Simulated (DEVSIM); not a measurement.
Structure: illuminated InP p-on-n cell, one wavelength, at 300 K.

Layer 1 from the left is InP, thickness (μm) 0.220, Na (cm⁻³) 1.2e18, τn (s) 1.2e-11, τp (s) 6.6e-11, absorption coefficient (cm⁻¹) 28000. Layer 2 from the left is InP, thickness (μm) 2.30, Nd (cm⁻³) 1.4e15, τn (s) 5.5e-10, τp (s) 5.5e-10, absorption coefficient (cm⁻¹) 28000.

Left contact: ohmic, minority electron recombination velocity 20000 cm/s. Right contact: ohmic, minority hole recombination velocity 2e6 cm/s. Voltage is applied to the left contact. Recombination: SRH at mid-gap, radiative, Auger. Light enters at the left, 2.2e16 photons cm⁻² s⁻¹, one pass, no reflection. Mobility is constant in doping.

Constants are typed, rounded textbook-type inputs, not results; the design itself was drawn at random and stands for no fabricated device. Values at 300 K.

InP: gap (eV) 1.344, affinity (eV) 4.38, permittivity 12.5, Nc (cm⁻³) 5.7e17, Nv (cm⁻³) 1.1e19, μn (cm²/Vs) 5200, μp (cm²/Vs) 170, B (cm³/s) 1.2e-10, Cn (cm⁶/s) 9e-31, Cp (cm⁶/s) 9e-31.

DEVSIM, 1D drift-diffusion, Boltzmann statistics, complete ionisation; no tunnelling, impact ionisation, image-force lowering or self-heating.

Task: What does the simulation give for the potential step across the device at zero bias, the short-circuit current, the largest field in the device at zero bias, the fill factor?

Result: potential step across the device at zero bias 1.131 V; short-circuit current 3.29 mA/cm²; largest field in the device at zero bias 60000 V/cm; fill factor 0.72.
